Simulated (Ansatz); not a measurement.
Faces of hcp Re in 1x1 cells, as slabs relaxed from ideal cuts; for each face the lowest of the symmetric, stoichiometric cuts and spin starts that were computed. The slabs keep the symmetry of their cuts; real faces may buckle, or reconstruct in larger cells. No spin-orbit coupling, no Hubbard U.

All values below come from PBE (plane waves to 420 eV, PAW; Ansatz, an electronic-structure program).

```tsv
face	cell area (Å²)	outermost plane spacing of the ideal cut (Å)	γ unrelaxed (J/m²)	γ relaxed (J/m²)	work function, top face (eV)
(0001)	6.67	2.24	2.87	2.63	?
(10-10)	12.44	0.80	3.03	?	4.70
(10-11)	14.11	0.35	3.43	3.34	4.95
(10-12)	18.24	1.09	3.69	3.36	4.63
(11-20)	21.54	1.39	3.60	3.13	4.49
(11-21)	22.55	0.66	3.87	3.40	4.35
(20-21)	25.76	0.19	3.35	?	4.87
(21-30)	32.91	0.30	3.49	3.15	4.53
(21-31)	33.58	0.15	3.75	3.35	4.48
(21-32)	35.51	0.28	3.83	?	4.56
```

Question: Complete the blanks.

Answer: 
- (0001), work function, top face (eV): 4.90
- (10-10), γ relaxed (J/m²): 2.90
- (20-21), γ relaxed (J/m²): 3.19
- (21-32), γ relaxed (J/m²): 3.50
